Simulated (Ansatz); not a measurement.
Effect of pressure 1.5 GPa on ZrRuAs

The reference is ZrRuAs (space group P-62m, No. 189; a = 6.5506 Å, c = 3.8908 Å; a cell from a computed database, its experimental status unchecked).

One thing is altered: a hydrostatic pressure of 1.5 GPa.

Computed with PBEsol (Ansatz, an electronic-structure program), scalar-relativistic without spin-orbit coupling. Settings: 8×8×12 k-points, 0.05 eV Fermi–Dirac smearing.

```tsv
quantity	base	changed	shift
volume per atom	16.07 Å³	15.95 Å³	-0.114 Å³
density	9.21 g/cm³	9.27 g/cm³	+0.066 g/cm³
c/a ratio	0.594	0.594	0.000
shortest interatomic distance	2.515 Å	2.510 Å	-0.0057 Å
enthalpy H = E + PV relative to the base's energy	–	+0.15 eV/atom	–
band gap	zero	zero	–
```

Load acts through the strain it causes; cell and atoms are relaxed under it. No phonon test of stability was made. The final runs are not spin-polarised. An odd electron count without spin: ZrRuAs.
